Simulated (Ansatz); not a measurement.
The reference is TiO2 in the rutile structure (space group P4_2/mnm, No. 136; a = 4.548 Å, c = 2.917 Å). Axes: x, y, z lie along a, b, c of the conventional cell.

Level of theory: LDA, PAW, 420 eV (Ansatz, a first-principles code; no spin-orbit coupling).

Now apply this change: the cell is compressed by 1.20 % along z with no lateral relaxation; the atoms relax in the strained cell.

Q: Predict the stress tensor and what it implies for the stiffness.

A: Stress of the strained cell less that of the base (GPa, compression positive):
```
   2.15    0.00    0.00
   0.00    2.15    0.00
   0.00    0.00    6.57
```

Then −Δσ_ii/ε with ε = -0.0120 gives relaxed-ion elastic constants: C33 ≈ 548 GPa, C13 ≈ 179 GPa and C23 ≈ 179 GPa.

No phonon test of stability was made. All final runs are without spin polarisation.
